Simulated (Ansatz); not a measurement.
## Be3Al (model structure, started from the Cu3Au type, Pm-3m, No. 221, 4 atoms in the cell): properties by level of theory

```json
[
 {"level (code)": "PBE (Ansatz)", "lattice parameter a (Å)": "3.480", "bulk modulus B0 (GPa)": "…", "cohesive energy (eV/atom)": "…"},
 {"level (code)": "PBEsol (Ansatz)", "lattice parameter a (Å)": "…", "bulk modulus B0 (GPa)": "103", "cohesive energy (eV/atom)": "3.65"},
 {"level (code)": "r²SCAN (Ansatz)", "lattice parameter a (Å)": "…", "bulk modulus B0 (GPa)": "105", "cohesive energy (eV/atom)": "3.46"}
]
```

Problem. What belongs in the gaps?

Solution. 
- PBE (Ansatz, a first-principles code), bulk modulus B0 (GPa): 101
- PBE (Ansatz), cohesive energy (eV/atom): 3.37
- PBEsol (Ansatz), lattice parameter a (Å): 3.467
- r²SCAN (Ansatz), lattice parameter a (Å): 3.471

Caveats: the bulk modulus is −V dP/dV from two relaxed cells at ±2 % in volume (PBE, PBEsol, r²SCAN). Ansatz's density-functional and Hartree–Fock values are scalar-relativistic unless marked +SOC, with PAW data made under PBE.

Free atoms are spin-polarised, in the lowest state found; at levels without +SOC their spin–orbit coupling is left out.

The computed numbers hold no vibrational or temperature effects.

A model structure was made by putting elements into a prototype or built by hand; it is no filed structure, need not be a known phase, and can be a saddle point held by its symmetry.
